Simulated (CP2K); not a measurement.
Band structure of TaAs (I4_1md, 4 atoms in the cell).

```
CELL_PARAMETERS angstrom
      6.44841     0.00000     0.00000
      4.55383     4.56559     0.00000
     -5.50112    -2.28279     2.47154
ATOMIC_POSITIONS crystal
  Ta 0.49997 0.99997 0.50000
  Ta 0.74997 0.74997 0.00000
  As 0.08263 0.58263 0.50000
  As 0.33263 0.33263 0.00000
```

Level of theory: PBE, GPW, DZVP-MOLOPT-SR-GTH basis, GTH-PBE potentials (GTH_POTENTIALS) run with CP2K.

Settings: CUTOFF = 500 Ry; REL_CUTOFF = 40 Ry; SMEAR/METHOD = FERMI_DIRAC; ELECTRONIC_TEMPERATURE = 1160.45 K; KPOINTS/SCHEME = MONKHORST-PACK 8 8 8; GAMMA_CENTERED = T; XC_FUNCTIONAL = PBE; Ta/BASIS_SET = DZVP-MOLOPT-SR-GTH; Ta/POTENTIAL = GTH-PBE-q13; As/BASIS_SET = DZVP-MOLOPT-SR-GTH; As/POTENTIAL = GTH-PBE-q5; METHOD = GPW; EPS_DEFAULT = 1e-10; EXTRAPOLATION = USE_GUESS.

The starting cell comes from a database of computed structures (which also holds hypothetical and non-ambient phases and stackings), without a prior relaxation at this level. Its lattice was rescaled by a random factor within 2.5 % of one. Spin-orbit coupling is off. Spin polarisation is off. Values carry the incompleteness of an atom-centred basis.

Levels in eV from the Fermi level, bands 15 to 20:
| point | 15 | 16 | 17 | 18 | 19 | 20 |
|---|---|---|---|---|---|---|
| Γ | -2.20 | -1.79 | -1.58 | -1.58 | 0.87 | 1.55 |
| X | -3.11 | -3.11 | -1.07 | -1.07 | 2.66 | 2.66 |
| Y | -3.09 | -3.09 | -1.08 | -1.08 | 2.51 | 2.51 |
| S | -2.34 | -2.33 | -1.66 | -0.06 | 0.06 | 1.64 |
| Z | -2.62 | -2.62 | -0.98 | -0.98 | 1.19 | 1.19 |
| S1 | -2.34 | -2.33 | -1.66 | -0.06 | 0.06 | 1.64 |
| N | -2.35 | -2.28 | -1.46 | -0.27 | 0.15 | 1.33 |
| P | -3.12 | -3.12 | -1.07 | -1.07 | 2.67 | 2.67 |
| Y1 | -3.09 | -3.09 | -1.08 | -1.08 | 2.51 | 2.51 |

Bands cross the Fermi level along this path, so the cell is metallic at this level.

Higher empty bands are left out: an atom-centred basis made for the valence describes them poorly.
